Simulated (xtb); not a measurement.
xtb 6.7.1, GFN2-xTB: Ge(Cl)2(OEt)(NH2) (CC[O][Ge]([NH2])([Cl])[Cl]), 14 atoms. The geometry is a generated start, not checked to be a minimum at this level.

| Quantity | Result |
|---|---|
| method | GFN2-xTB |
| --acc | 1 (default) |
| --etemp (K) | 300 (default) |
| detailed input (--input) | none: ANC optimiser, Lindh (1995) Hessian, microcycle=20, maxdispl=1.0, hlow=0.01 (default) |
| basis functions | 53 |
| valence electrons | 44 |

```xyz
14

C     -2.3194     0.6048    -0.0457
C     -1.2147    -0.2559     0.5509
O      0.0452     0.2531     0.1257
Ge     1.5271    -0.6136    -0.1922
N      2.7846     0.6809    -0.0668
Cl     1.3946    -1.5427    -2.1139
Cl     1.9113    -2.1039     1.2482
H     -3.2775     0.3178     0.3778
H     -2.1294     1.6505     0.1825
H     -2.3495     0.4873    -1.1252
H     -1.2503    -0.2119     1.6456
H     -1.3454    -1.2978     0.2427
H      3.7123     0.4500    -0.3950
H      2.5111     1.5814    -0.4345
```

The structure is relaxed from this start with --opt LEVEL for the levels crude, sloppy, loose, lax, normal, tight, vtight, extreme, once each. Up to the end of the extreme run atoms move by at most 1.6 Å along an axis.

Task: Which level is enough to come within 20 meV of the tightest end point?

Result: tight: 102 cycles against 132, ending 0.20 meV above.

```json
[
 {"level": "crude", "cycles": "1", "energy above the extreme run (meV)": "75", "gradient norm (eV/Å)": "0.14"},
 {"level": "sloppy", "cycles": "1", "energy above the extreme run (meV)": "75", "gradient norm (eV/Å)": "0.14"},
 {"level": "loose", "cycles": "1", "energy above the extreme run (meV)": "75", "gradient norm (eV/Å)": "0.14"},
 {"level": "lax", "cycles": "22", "energy above the extreme run (meV)": "41", "gradient norm (eV/Å)": "0.055"},
 {"level": "normal", "cycles": "31", "energy above the extreme run (meV)": "39", "gradient norm (eV/Å)": "0.026"},
 {"level": "tight", "cycles": "102", "energy above the extreme run (meV)": "0.20", "gradient norm (eV/Å)": "0.011"},
 {"level": "vtight", "cycles": "121", "energy above the extreme run (meV)": "0.019", "gradient norm (eV/Å)": "0.0014"},
 {"level": "extreme", "cycles": "132", "energy above the extreme run (meV)": "—", "gradient norm (eV/Å)": "0.00082"}
]
```
